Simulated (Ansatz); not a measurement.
We consider HoSi (Cmcm, No. 63; cell taken from a computed entry), described by r²SCAN-D4 (Ansatz, a quantum-chemistry and plane-wave program, PAW).

Settings: plane-wave cutoff 500 eV, 10×10×10 k mesh, Fermi–Dirac smearing 0.05 eV, spin-polarised start, scalar-relativistic PAW data made under PBE.

Computed at the level's own relaxed cell.

Problem. What does this level give for the equilibrium volume per atom?

Solution. 
equilibrium volume per atom: 21.05 Å³/atom

Note: the magnetic order was assumed, not searched for or taken from measurement; the relaxation could not lower the start's symmetry, so the cell can be a saddle point above a distorted one; the 4f shell is treated without U or exact exchange, so its levels and filling can be wrong.

Spin–orbit coupling is not included.

Static lattice: no zero-point or thermal effects.

Cost on a shared machine: roughly 18 core-minutes.
